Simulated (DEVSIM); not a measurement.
System: W/SiO2/p-GaSb capacitor, at 300 K.

```tsv
layer (left to right)	material	thickness (nm)	Na (cm⁻³)
1	SiO2	1.20	-
2	GaSb	900	4.4e17
```

Metal gate on the left, work function 4.6 eV. Fixed charge at the semiconductor interface -2.8e10 cm⁻² (in units of +e); no interface traps.

This is a model device: material constants are rounded textbook-type values typed into the input, and sizes, dopings and lifetimes were drawn at random. Values at 300 K.

```
parameter      SiO2    GaSb
-------------  ----  ------
gap (eV)          9   0.726
affinity (eV)   0.9    4.06
permittivity    3.9    15.7
Nc (cm⁻³)         -  2.1e17
Nv (cm⁻³)         -  1.8e19
```

Simulated with DEVSIM: 1D Poisson equation in equilibrium, Boltzmann statistics, complete ionisation; no quantum confinement or tunnelling. Metal contacts follow the ideal Schottky-Mott rule: no Fermi-level pinning, no interface dipoles.

Q: Tabulate band edges, carrier densities and field at 0.3 V on the gate.

A: Energies count from the Fermi level of the right contact; mesh points crowd at the junctions.

| x (μm) | Ec (eV) | Ev (eV) | n (cm⁻³) | p (cm⁻³) | field (V/cm) |
|---|---|---|---|---|---|
| 0.000 | 3.400 | -5.600 | < 1e2 | < 1e2 | 690000 |
| 0.0005212 | 3.436 | -5.564 | < 1e2 | < 1e2 | 690000 |
| 0.0009237 | 3.464 | -5.536 | < 1e2 | < 1e2 | 690000 |
| 0.001668 | 0.330 | -0.396 | 5.9e11 | 4.1e12 | 170000 |
| 0.003587 | 0.361 | -0.365 | 1.8e11 | 1.3e13 | 160000 |
| 0.006344 | 0.403 | -0.323 | 3.6e10 | 6.7e13 | 140000 |
| 0.01124 | 0.467 | -0.259 | 3.0e9 | 7.9e14 | 120000 |
| 0.02443 | 0.579 | -0.147 | 3.9e7 | 6.2e16 | 54000 |
| 0.04338 | 0.625 | -0.101 | 6600000 | 3.7e17 | 6600 |
| 0.07704 | 0.630 | -0.096 | 5500000 | 4.4e17 | 64 |
| 0.1416 | 0.630 | -0.096 | 5500000 | 4.4e17 | ≈ 0 |
| 0.3081 | 0.630 | -0.096 | 5500000 | 4.4e17 | ≈ 0 |
| 0.5214 | 0.630 | -0.096 | 5500000 | 4.4e17 | ≈ 0 |
| 0.6879 | 0.630 | -0.096 | 5500000 | 4.4e17 | ≈ 0 |
| 0.8038 | 0.630 | -0.096 | 5500000 | 4.4e17 | ≈ 0 |
| 0.8469 | 0.630 | -0.096 | 5500000 | 4.4e17 | ≈ 0 |
| 0.8712 | 0.630 | -0.096 | 5500000 | 4.4e17 | ≈ 0 |
| 0.8854 | 0.630 | -0.096 | 5500000 | 4.4e17 | ≈ 0 |
| 0.8946 | 0.630 | -0.096 | 5500000 | 4.4e17 | ≈ 0 |
| 0.8980 | 0.630 | -0.096 | 5500000 | 4.4e17 | ≈ 0 |
| 0.8999 | 0.630 | -0.096 | 5500000 | 4.4e17 | ≈ 0 |
| 0.9012 | 0.630 | -0.096 | 5500000 | 4.4e17 | ≈ 0 |
